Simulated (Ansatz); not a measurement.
Subject: the formation energy of KF (rock salt, Fm-3m) from the elements. Reaction: K (bcc) + 1/2 F2 (gas) → KF (rock salt). The sign is products less reactants. The value is per atom of the solid.

KF (rock salt, Fm-3m), 2 atoms in the cell, k-point mesh 12×12×12 on the run's own vectors.
```
CELL_PARAMETERS angstrom
      0.00000     2.71032     2.71032
      2.71032     0.00000     2.71032
      2.71032     2.71032     0.00000
ATOMIC_POSITIONS crystal
  K  0.00000 0.00000 0.00000
  F  0.50000 0.50000 0.50000
```

K (bcc, Im-3m), 1 atom in the cell, k-point mesh 16×16×16 on the run's own vectors. Conventional cell: a = b = c = 5.279 Å, α = β = γ = 90.00°.

An isolated F2 molecule (singlet) in a box of 11 × 11 × 13 Å.

All numbers come from Ansatz (a first-principles code), plane waves with PAW, its default PAW set, cutoff 420 eV, 500 eV for r2SCAN. The structures are at rest with PBE; other levels are single points on them, but for the rows marked own geometry. HSE06 runs on coarser k-point meshes, mended by the PBE difference between the two meshes. Some cells are metallic or hold partly filled levels, where a hybrid on a coarse mesh is less sure. Neutral cells; Fermi-Dirac smearing of at most 0.10 eV in the solids, energies taken to zero width. The lattices are those relaxed with PBE, so at other levels the solids can be strained, which adds to the spread. A dispersion term (D3(BJ), or D4 for r2SCAN) was computed beside these levels and is taken off wherever the name lacks it. Nuclei at rest; no vibrational terms.

Problem. Give the value at the level r2SCAN (own geometry).

Solution. -2.93 eV/atom, for K (bcc) + 1/2 F2 (gas) → KF (rock salt).

Problem. How does the value move with the functional?

Solution. 
```csv
Method,value (eV/atom),less r2SCAN (own geometry)
PBE+D3(BJ),-2.81,0.12
r2SCAN+D4,-2.94,-0.01
HSE06,-2.80,0.13
HSE06+D3(BJ),-2.92,0.01
```

The levels span 0.14 eV/atom, from r2SCAN+D4 (-2.94) to HSE06 (-2.80).
